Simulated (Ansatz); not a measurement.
The reference is Os in the hcp (Mg type) structure (space group P6_3/mmc, No. 194; a = 2.7543 Å, c = 4.3474 Å; relaxed with 0.1 eV smearing). Axes: x lies along a and z along c of the hexagonal cell.

(Cell as relaxed with PBE.)

Levels (all Ansatz, an electronic-structure program, PAW): PBE (420 eV, no spin-orbit coupling); r2SCAN (500 eV, without spin-orbit coupling).

Each level relaxes its own structure.

| base | PBE | r2SCAN |
|---|---|---|
| volume per atom | 14.28 Å³ | 14.02 Å³ |
| lattice parameter a | 2.754 Å | 2.738 Å |
| band gap | zero | zero |

Now apply this change: tensile biaxial strain of 2.97 % in the plane normal to [001], as in epitaxy on a mismatched substrate; the out-of-plane cell vector and the atoms relax.

```tsv
quantity	PBE	r2SCAN
shortest interatomic distance	2.694 Å	___
ratio −ε⊥/ε∥	0.54	___
mean in-plane stress (compression positive)	-20.4 GPa	___
```

**Question.** Given the PBE results, estimate those of r2SCAN.

**Answer.** 
- shortest interatomic distance, r2SCAN: 2.676 Å
- ratio −ε⊥/ε∥, r2SCAN: 0.54
- mean in-plane stress (compression positive), r2SCAN: -21.9 GPa

PBE's shortest interatomic distance lies 0.0173 Å above r2SCAN's (0.6 %); PBE's in-plane stress lies 1.5 GPa above r2SCAN's; the two agree on the ratio −ε⊥/ε∥. Neither level is exact; r2SCAN is the comparison here, not a measurement.

Stability against distortions was not tested. The final runs are not spin-polarised.
